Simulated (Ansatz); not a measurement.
Given:

```yaml
crystal:
  lattice:
    - [2.84584, 0.00000, 0.00000]
    - [-1.42292, 2.46457, 0.00000]
    - [0.00000, 0.00000, 4.59295]
  atoms:
    - { symbol: Re, position: [0.66667, 0.33333, 0.75000] }
    - { symbol: Re, position: [0.33333, 0.66667, 0.25000] }
```

No spin polarisation.

All numbers come from PBE (Ansatz, an electronic-structure program, PAW, without spin-orbit coupling). Γ-centred 24×24×13 mesh, Fermi–Dirac width 0.1 eV.

Task: Predict the pressure (mean of the normal stresses, compression positive).

Result: -22.8 GPa.

Task: What space group does the calculation give?

Result: P6_3/mmc (No. 194).

Task: Predict the band gap.

Result: Zero.

The cells carry an imposed strain or load. Stability against distortions was not tested. All final runs are without spin polarisation. The cell was made from Re in the hcp (Mg type) structure (space group P6_3/mmc, No. 194) by this change: isotropic strain +2.50 %.
